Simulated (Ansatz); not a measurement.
# corundum: the defect O interstitial started as a split pair with O

The numbers are results of PBE, PAW (plane waves to 420 eV; Ansatz, an electronic-structure program), not measurements. A 2×2×1 supercell of 120 sites was used; the energies come from a 2×2×2 Γ-centred sampling of its zone. Site at the start: split with O. These values are not converged in cell size to better than tenths of an eV. Levels are measured in PBE's own, too narrow, gap. Spin–orbit coupling is left out. Each state is the lowest found from its start.

Formation energies E_f are those of the neutral cell. Chemical conditions: Al-rich (Δμ(O) = -4.96 eV; only phases computed here count, gases as isolated molecules at 0 K); O-rich (Δμ(O) = 0.00 eV; only phases computed here count, gases as isolated molecules at 0 K). Reference phases: O: O2 molecule in a box.

The name describes the start; the neighbours show where the added atom ended.

```
charge         moment (μB)  point group  largest move off a lattice site (Å)                 neighbours of the added atom at the end (Å)  E_f, Al-rich (eV)  E_f, O-rich (eV)  above the lowest spin state (eV)
------  ------------------  -----------  -----------------------------------  ----------------------------------------------------------  -----------------  ----------------  --------------------------------
+1                     1.0           C2                                 0.25                                    O 1.38, Al 1.87, Al 2.12                  –                 –                              0.00
0                      0.0           C2                                 0.13                   O 1.48, Al 1.87, Al 1.94, O 2.25, Al 2.26               8.71              3.75                              0.00
0       not spin-polarised           C2                                 0.13                   O 1.48, Al 1.87, Al 1.94, O 2.25, Al 2.26               8.71              3.75                              0.00
−1                     1.0           C2                                 0.23           Al 1.86, Al 1.87, O 1.90, Al 1.99, O 2.18, O 2.35                  –                 –                              0.00
−2      not spin-polarised           C2                                 0.37  Al 1.88, Al 1.89, Al 1.92, Al 1.97, O 2.17, O 2.21, O 2.30                  –                 –                              0.00
```

Point groups are those of the whole cell at tolerances of 0.03 and 0.1 Å ("near" where only the looser one holds); none is given for unsettled states.

Starting moments that weren't kept: charge 0 began with 2 μB and ended with 0.0.

No other site or start that was run ended lower by more than 0.1 eV.
